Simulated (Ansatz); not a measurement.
Consider CdTe in the zinc blende structure (space group F-43m, No. 216; a = 6.618 Å).

Structures relaxed with Kohn–Sham DFT with the PBE functional, run in Ansatz (a quantum-chemistry and plane-wave program) with PAW and 420 eV plane waves, no spin-orbit coupling.

Base:

Simulated powder pattern, Mo Kα, λ = 0.71073 Å (kinematic, ideal powder, no thermal factors, no anomalous dispersion; the 8 strongest lines at most, above 2 %, up to 2θ = 40°):

```json
[
 {"2θ (°)": "10.67", "I/Imax (%)": "100", "hkl": "(111)"},
 {"2θ (°)": "17.47", "I/Imax (%)": "86", "hkl": "(220)"},
 {"2θ (°)": "20.52", "I/Imax (%)": "55", "hkl": "(311)"},
 {"2θ (°)": "24.81", "I/Imax (%)": "16", "hkl": "(400)"},
 {"2θ (°)": "27.07", "I/Imax (%)": "25", "hkl": "(331)"},
 {"2θ (°)": "30.50", "I/Imax (%)": "34", "hkl": "(422)"},
 {"2θ (°)": "32.40", "I/Imax (%)": "19", "hkl": "(511)"},
 {"2θ (°)": "37.04", "I/Imax (%)": "18", "hkl": "(531)"}
]
```

Perturbation: full substitution Te → I, then cell and atoms are relaxed.

### Question
How do the reflections move or split?

### Answer

Simulated powder pattern, Mo Kα, λ = 0.71073 Å (kinematic, ideal powder, no thermal factors, no anomalous dispersion; the 8 strongest lines at most, above 2 %, up to 2θ = 40°):

| 2θ (°) | I/Imax (%) | hkl |
|---|---|---|
| 9.64 | 100 | (111) |
| 15.77 | 89 | (220) |
| 18.51 | 58 | (311) |
| 22.37 | 17 | (400) |
| 24.41 | 26 | (331) |
| 27.49 | 37 | (422) |
| 29.19 | 20 | (511) |
| 33.34 | 20 | (531) |

The indices refer to each structure's own conventional cell; one index is shown for lines that coincide.

Stability against distortions was not tested. As relaxed here, CdI is a hypothetical phase, not in the database extracts checked. The final runs are not spin-polarised. An odd electron count without spin: CdI.
